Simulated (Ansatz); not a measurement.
The starting structures come from a database of crystals and need not be the phases stable at ambient conditions.

 Where the default PAW files enter, the runs use the earlier of Ansatz's two default sets.

Given:

```yaml
crystal:
  lattice:
    - [3.86348, 0.00000, 0.00000]
    - [-1.93174, 3.34587, 0.00000]
    - [0.00000, 0.00000, 6.34144]
  atoms:
    - { symbol: Al, position: [0.33333, 0.66667, 0.00007] }
    - { symbol: Al, position: [0.66667, 0.33333, 0.50007] }
    - { symbol: P, position: [0.33333, 0.66667, 0.37493] }
    - { symbol: P, position: [0.66667, 0.33333, 0.87493] }
```

Space group of this cell: P6_3mc, wurtzite. The cell is taken as given.

All values below come from PBEsol (plane waves, PAW; Ansatz, a program for electronic structure).

The current runs along the normal of the first two printed vectors; no spin-orbit coupling. Scaled by the factor s: the length along the current (ions clamped). Meshes 12×12×6 and 12×12 across the current in all rows.

```
s     mean pressure (GPa)  band gap (eV)
----  -------------------  -------------
0.97                  2.8           1.70
1.00                 -0.1           1.83
1.03                 -2.5              ?
```

### Question
Take the slope of the band gap against ln s from the two given rows, extrapolate to s = 1.03, and say what the run there gives.

### Answer
Slope = (1.70 − 1.83) / ln 0.97 = 4.27 eV. The line gives 1.83 + (4.27) × ln 1.03 = 1.96 eV. The run gives 1.88 eV, 0.08 eV under the line, 60 % of the predicted step.
